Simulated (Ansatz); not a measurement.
## InPd, response to strain

Base system: InPd in the CsCl type structure (space group Pm-3m, No. 221; a = 3.2480 Å; relaxed with 0.1 eV smearing).

Strains are applied to the cell and any free atomic positions relax.

All numbers come from PBEsol (Ansatz, a first-principles code, PAW, no SOC).

Candidates:
(a) isotropic strain −2.00 %
(b) isotropic strain −0.50 %
(c) isotropic strain +2.00 %

Notes on the quantities. energy relative to the base: free energy F.

Problem. Order them by energy relative to the base, highest first.

Solution. (a) isotropic strain −2.00 % (+29 meV/atom), (c) isotropic strain +2.00 % (+24 meV/atom), (b) isotropic strain −0.50 % (+1.7 meV/atom)

No phonon test of stability was made. All final runs are without spin polarisation.
